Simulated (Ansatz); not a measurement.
Base system: Re in the hcp (Mg type) structure (space group P6_3/mmc, No. 194; a = 2.775 Å, c = 4.483 Å).

(Cell as relaxed with PBE.)

Levels (all Ansatz, a first-principles code, PAW, earlier PAW set): PBE (420 eV, spin-orbit coupling left out); r2SCAN (500 eV, spin-orbit coupling left out).

Each level relaxes its own structure.

```csv
base,PBE,r2SCAN
volume per atom,14.95 Å³,14.70 Å³
lattice parameter a,2.775 Å,2.758 Å
band gap,zero,zero
```

The change: cell and atoms relaxed at a pressure of 100 GPa.

```csv
quantity,PBE,r2SCAN
shortest interatomic distance,2.591 Å,2.584 Å
band gap,zero,zero
c/a ratio,1.615,1.616
```

PBE's shortest interatomic distance lies 0.0079 Å above r2SCAN's (0.3 %); the two agree on the band gap. Neither level is exact; r2SCAN is the comparison here, not a measurement.

Load acts through the strain it causes; cell and atoms are relaxed under it. No phonon test of stability was made. Competing high-pressure phases were not computed. The final runs are not spin-polarised.
